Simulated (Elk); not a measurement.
Elk run on LiMg (P1, 2 atoms in the cell): self-consistent single point.

Level of theory: Elk with LDA (PW92), all-electron FP-LAPW, Elk's shipped species files, default APW+lo basis.

The change in words: lattice scaled by 0.98. Reference geometry:
```
LiMg
1.0
    1.54575     0.89244     5.08105
   -1.54575     0.89244     5.08105
    0.00000    -1.78488     5.08105
Li Mg
1 1
Direct
  0.97584   0.99715   0.01715
  0.52416   0.50285   0.48285
```

Reference input (self-consistent single point, DFT, LDA (PW92), all-electron FP-LAPW, Elk's shipped species files, default APW+lo basis): xctype = 3; rgkmax = 7; stype = 0; swidth = 0.00367493 Ha; ngridk = 9 9 9. This run's input differs from it in these lines:

```diff
@@ -16,5 +16,5 @@
 avec
-    2.9210438649    1.6864654617    9.6017985947
-   -2.9210438649    1.6864654617    9.6017985947
-    0.0000000000   -3.3729309234    9.6017985947
+    2.8626226275    1.6527359446    9.4097627362
+   -2.8626226275    1.6527359446    9.4097627362
+    0.0000000000   -3.3054718892    9.4097627362
```

The program printed (abridged):

```
│ Self-consistent loop started │
│ Loop number : 1 │
 total energy                :     -206.295826015
│ Loop number : 2 │
 total energy                :     -206.310343885
RMS change in Kohn-Sham potential (target) :   0.4780013462E-01 (  0.1000000000E-05)
Absolute change in total energy (target)   :   0.1451787059E-01 (  0.1000000000E-03)
│ Loop number : 3 │
 total energy                :     -206.532870113
RMS change in Kohn-Sham potential (target) :   0.3129959440E-01 (  0.1000000000E-05)
Absolute change in total energy (target)   :   0.2261556953     (  0.1000000000E-03)
│ Loop number : 4 │
   [... lines left out ...]
Absolute change in total energy (target)   :   0.5222112262E-03 (  0.1000000000E-03)
│ Loop number : 11 │
 total energy                :     -206.934565000
RMS change in Kohn-Sham potential (target) :   0.1292991229E-05 (  0.1000000000E-05)
Absolute change in total energy (target)   :   0.8637050468E-04 (  0.1000000000E-03)
│ Loop number : 12 │
 total energy                :     -206.934553820
RMS change in Kohn-Sham potential (target) :   0.4387481795E-06 (  0.1000000000E-05)
Absolute change in total energy (target)   :   0.1041280973E-04 (  0.1000000000E-03)
Convergence targets achieved

│ Loop number : 13 │

Energies :
 Fermi                       :     0.810763850800E-01
 total energy                :     -206.934546794

Density of states at Fermi energy :    21.51084077
 (states/Hartree/unit cell)

Estimated indirect band gap :   0.3932555582E-03
 from k-point    416 to k-point    725
Estimated direct band gap   :   0.3794366858E-01
 at k-point    590

Charges :
 core                        :    2.000000000
 valence                     :    13.00000000
 interstitial                :    2.350238811
 muffin-tins (core leakage)
  species :    1 (Li)
   atom    1                 :    2.138369737     (   0.000000000    )
  species :    2 (Mg)
   atom    1                 :    10.51139145     (   0.000000000    )
 total in muffin-tins        :    12.64976119
 total calculated charge     :    14.99553944
 total charge                :    15.00000000
 error                       :   0.4460563862E-02

│ Self-consistent loop stopped │
```

The run converged in 13 iterations. The count includes the last loop, which Elk runs after its targets are met. Against the reference run the total energy drops by 4.8 meV/atom.

The starting cell comes from a database of computed structures (which also holds hypothetical and non-ambient phases and stackings), without a prior relaxation at this level. Its atoms were displaced at random from the sites of space group no. 166. For this run, on top of that: lattice scaled by 0.98. Values depend on the basis (sphere radii, cutoffs, local orbitals), which need not be converged. The log's line on a gap gives a spacing of levels on this mesh, which the program prints for metals too.

Cost on one core of a shared machine: roughly 2 min.
